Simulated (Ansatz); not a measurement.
The reference is BiAu$_{2}$ in the cubic Laves (MgCu2 type) structure (space group Fd-3m, No. 227; a = 7.945 Å).

Method: PBEsol (Ansatz, a first-principles code, PAW, no SOC).

For the base:

The lattice parameter a is 7.945 Å.

Modification: full substitution Bi → Tl, then cell and atoms are relaxed.

Tabulated Pauling electronegativity and covalent radius: Bi 2.02, 1.48 Å; Tl 1.62, 1.45 Å.

Predict the new lattice parameter a.

The lattice parameter a shrinks by 0.041 Å (7.945 Å → 7.904 Å).

No phonon test of stability was made. As relaxed here, TlAu2 is a hypothetical phase, not in the database extracts checked.
